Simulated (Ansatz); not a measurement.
We consider SiO₂ (R-3m, No. 166, 36 atoms in the cell; start mp-17909; a measured phase of this formula has another space group), described by LDA in Ansatz (plane waves, PAW).

Settings: plane-wave cutoff 520 eV, 4×4×4 k mesh, Fermi–Dirac smearing 0.01 eV, scalar-relativistic PAW data made under PBE.

Cell (relaxed at this level):

```cif
data_O72Si36
_chemical_formula_sum 'Si36 O72'
_space_group_name_H-M_alt 'R-3m :H'
_space_group_IT_number 166
_space_group_name_Hall '-R 3 2"'
_cell_length_a 13.56574
_cell_length_b 13.56574
_cell_length_c 14.74549
_cell_angle_alpha 90.000
_cell_angle_beta 90.000
_cell_angle_gamma 120.000
loop_
_atom_site_label
_atom_site_type_symbol
_atom_site_symmetry_multiplicity
_atom_site_Wyckoff_symbol
_atom_site_fract_x
_atom_site_fract_y
_atom_site_fract_z
_atom_site_occupancy
Si1 Si 36 i 0.00016 0.22875 0.10488 1
O1 O 18 f 0.00000 0.26139 0.00000 1
O2 O 18 h 0.20022 0.10011 0.12314 1
O3 O 18 h 0.11936 0.23873 0.13120 1
O4 O 18 g 0.35066 0.35066 0.50000 1
```
(The calculation used a cell of 36 atoms; values per cell refer to that cell.)

### Question
Predict the band gap.

### Answer

* **band gap**: 5.80 eV (on the SCF k mesh)

Note: the relaxation could not lower the start's symmetry, so the cell can be a saddle point above a distorted one.

A start named mp-… is a Materials Project structure, which need not be a measured phase.

Ansatz is a quantum-chemistry and plane-wave program.
